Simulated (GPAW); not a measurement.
Input and output of a self-consistent single point for P (Cmce, 4 atoms in the cell) (GPAW)

Computed with PBE, GPAW PAW datasets PBE (gpaw-data 1.0.1) (plane waves; GPAW).

The input file:

```python
from ase import Atoms
from ase.units import GPa
from gpaw import GPAW, PW

atoms = Atoms(['P', 'P', 'P', 'P'],
              cell=[[1.647580, -5.464493, 0.000000],
                    [1.647580, 5.464493, 0.000000],
                    [0.000000, 0.000000, 4.543186]],
              scaled_positions=[[0.404140, 0.595860, 0.911180],
                                [0.595860, 0.404140, 0.088820],
                                [0.095860, 0.904140, 0.411180],
                                [0.904140, 0.095860, 0.588820]],
              pbc=True)

calc = GPAW(mode=PW(550),
            xc='PBE',
            kpts={'size': (8, 8, 6), 'gamma': True},
            occupations={'name': 'methfessel-paxton', 'width': 0.136, 'order': 0},
            nbands=-6,
            convergence={'forces': 0.001, 'bands': -4},
            symmetry={'symmorphic': False, 'tolerance': 0.0005},
            maxiter=120)

atoms.calc = calc

energy = atoms.get_potential_energy()
print('Energy (eV):', round(energy, 6))
forces = atoms.get_forces()
print('Forces (eV/Ang):')
print(forces.round(5))
stress = atoms.get_stress()
print('Stress (GPa, Voigt):', (stress / GPa).round(4))
```

Output (repeated stretches shortened):

```
Input parameters:
  convergence: {bands: -4,
                forces: 0.001}
  kpts: {gamma: True,
         size: (8, 8, 6)}
  maxiter: 120
  mode: {ecut: 550.0,
         name: pw}
  nbands: -6
  occupations: {name: methfessel-paxton,
                order: 0,
                width: 0.136}
  symmetry: {symmorphic: False,
             tolerance: 0.0005}
  xc: PBE

species:
  P:
    name: Phosphorus
    Z: 15.0
    valence: 5
    core: 10
    charge: 0.0
    file: P.PBE.gz

    # Using partial waves for P as LCAO basis

Reference energy: -37211.654635  # eV

Spin-paired calculation

Convergence criteria:
 Maximum [total energy] change in last 3 cyles: 0.0005 eV / valence electron
 Maximum integral of absolute [dens]ity change: 0.0001 electrons / valence electron
 Maximum integral of absolute [eigenst]ate change: 4e-08 eV^2 / valence electron
 Maximum change in the atomic [forces] across last 2 cycles: 0.001 eV/Ang OR
Maximum error relative to the maximum force is below inf
 Maximum number of scf [iter]ations: 120

Symmetries present (total): 8
Symmetries with fractional translations: 4
384 k-points: 8 x 8 x 6 Monkhorst-Pack grid + [1/16,1/16,1/12]
84 k-points in the irreducible part of the Brillouin zone
       k-points in crystal coordinates                weights
   0:     0.00000000    0.00000000    0.00000000          1/384
   1:     0.00000000    0.00000000    0.16666667          2/384
   2:     0.00000000    0.00000000    0.33333333          2/384
   [... 7 lines left out ...]
          ...
  83:     0.50000000    0.50000000    0.50000000          1/384

Wave functions: Plane wave expansion
  Cutoff energy: 550.000 eV
  Number of coefficients (min, max): 2376, 2420
  Pulay-stress correction: 0.000000 eV/Ang^3 (de/decut=0.000000)

Occupation numbers: Methfessel-Paxton:
  width: 0.1360  # eV
  order: 0

Eigensolver

Densities:
  Coarse grid: 32*32*28 grid
  Fine grid: 64*64*56 grid
  Total Charge: 0.000000

Density mixing:
  Method: separate
  Backend: pulay
  Linear mixing parameter: 0.05
  old densities: 5
  Damping of long wavelength oscillations: 50

Hamiltonian:
  XC and Coulomb potentials evaluated on a 64*64*56 grid
  External potential:
    NoExternalPotential

XC parameters: PBE with 2 nearest neighbor stencil

Number of atoms: 4
Number of atomic orbitals: 16
Number of bands in calculation: 16
Number of valence electrons: 20
Bands to converge: 12

Density initialized from atomic densities
  16 bands from LCAO basis set

Atomic positions and initial magnetic moments

Positions:
   0 P      1.647580    1.047653    4.139660    ( 0.0000,  0.0000,  0.0000)
   1 P      1.647580   -1.047653    0.403526    ( 0.0000,  0.0000,  0.0000)
   2 P      1.647580    4.416840    1.868067    ( 0.0000,  0.0000,  0.0000)
   3 P      1.647580   -4.416840    2.675119    ( 0.0000,  0.0000,  0.0000)

Unit cell:
           periodic     x           y           z      points  spacing
  1. axis:    yes    1.647580   -5.464493    0.000000    32     0.0986
  2. axis:    yes    1.647580    5.464493    0.000000    32     0.0986
  3. axis:    yes    0.000000    0.000000    4.543186    28     0.1623

  Lengths:   5.707469   5.707469   4.543186
  Angles:   90.000000  90.000000 146.443202

Effective grid spacing dv^(1/3) = 0.1418

     iter     time        total  log10-change:
                         energy   eigst   dens  force
iter:   1 --:--:--   -21.335219   +0.48
iter:   2 --:--:--   -21.410351   -0.90  -0.99
iter:   3 --:--:--   -21.359879   -1.76  -1.00
iter:   4 --:--:--   -21.320884   -1.98  -1.13
iter:   5 --:--:--   -21.314824   -2.87  -1.86
iter:   6 --:--:--   -21.313387c  -3.65  -2.08
iter:   7 --:--:--   -21.319044c  -3.02  -2.23
iter:   8 --:--:--   -21.312116c  -3.32  -2.02
iter:   9 --:--:--   -21.312347c  -3.71  -2.84
iter:  10 --:--:--   -21.311995c  -4.31  -2.68
iter:  11 --:--:--   -21.311980c  -6.35  -3.32
iter:  12 --:--:--   -21.311978c  -6.42  -3.65
iter:  13 --:--:--   -21.311979c  -7.26  -3.76
iter:  14 --:--:--   -21.311978c  -7.47c -3.87
iter:  15 --:--:--   -21.311979c  -7.37  -3.92
iter:  16 --:--:--   -21.311979c  -7.25  -4.04c
iter:  17 --:--:--   -21.311978c  -6.92  -4.09c
iter:  18 --:--:--   -21.311978c  -8.68c -4.63c
iter:  19 --:--:--   -21.311978c  -8.91c -4.96c -2.96
iter:  20 --:--:--   -21.311978c  -7.93c -5.04c -2.40
iter:  21 --:--:--   -21.311978c  -8.14c -4.58c -2.48
iter:  22 --:--:--   -21.311978c  -9.44c -5.34c -3.54c

Converged after 22 iterations.

Dipole moment: (0.000000, -0.000000, 0.000000) |e|*Ang

Energy contributions relative to reference atoms: (reference = -37211.654635)

Kinetic:        +25.416148
Potential:      -24.154435
External:        +0.000000
XC:             -22.477212
Entropy (-ST):   -0.000402
Local:           -0.096278
SIC:             +0.000000
--------------------------
Free energy:    -21.312179
Extrapolated:   -21.311978

Showing only first 2 kpts
 Kpt  Band  Eigenvalues  Occupancy
  0     8      3.32047    2.00000
  0     9      4.70645    2.00000
  0    10      6.47365    0.00000
  0    11      6.90007    0.00000

  1     8      3.82262    2.00000
  1     9      3.93299    2.00000
  1    10      6.93761    0.00000
  1    11      7.55042    0.00000

Fermi level: 5.98321

Gap: 0.094 eV
Transition (v -> c):
  (s=0, k=80, n=9, [0.50, 0.50, 0.00]) -> (s=0, k=80, n=10, [0.50, 0.50, 0.00])
No difference between direct/indirect transitions
Energy (eV): -21.311978

Forces in eV/Ang:
  0 P     0.00000    0.20031    0.32738
  1 P     0.00000   -0.20031   -0.32738
  2 P     0.00000   -0.20031    0.32738
  3 P     0.00000    0.20031   -0.32738

Stress tensor:
    -0.013904     0.000000     0.000000
     0.000000    -0.013821    -0.000000
     0.000000    -0.000000    -0.015765
Stress (GPa, Voigt): [-2.2277 -2.2143 -2.5258 -0.      0.      0.    ]
```

The run converged in 22 iterations. GPAW prints stress with tension positive.

The starting cell comes from a database of computed structures (which also holds hypothetical and non-ambient phases and stackings), without a prior relaxation at this level. Its lattice was rescaled by a random factor within 2.5 % of one. The log's line on a gap gives a spacing of levels on this mesh, which the program prints for metals too.

Cost on one core of a shared machine: roughly 70 s.
